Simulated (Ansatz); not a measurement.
# NaF under a change: isotropic strain −1.00 %

Base system: NaF in the rock salt structure (space group Fm-3m, No. 225; a = 4.629 Å).

Modification: every lattice vector is shortened by 1.00 %, atoms relaxed at fixed cell.

Computed with PBEsol (Ansatz, a first-principles code), no spin-orbit coupling. Γ-centred 12×12×12 mesh, Fermi–Dirac width 0.05 eV.

The volume per atom shrinks by 0.37 Å³, from 12.40 Å³ to 12.03 Å³ and the space group is still Fm-3m (No. 225). The shortest interatomic distance shrinks by 0.044 bohr, from 4.374 bohr to 4.330 bohr and the energy rises by 1.8 meV/atom. The pressure goes from zero to 1.57 GPa and the band gap goes up by 0.16 eV (6.20 eV → 6.36 eV). The gap character remains direct at Γ and the mean gap deformation potential ΔEg/Δln V amounts to -5.3 eV. The width of the top valence band increases by 0.03 eV (0.58 eV → 0.61 eV) and the electron mass stays 0.56 mₑ (at Γ).

Cost of the whole job for the changed cell (relaxation, final SCF and bands): roughly 6 core-seconds.

Masses are band curvatures over ±0.01 Å⁻¹ around the edge. Stability against distortions was not tested.
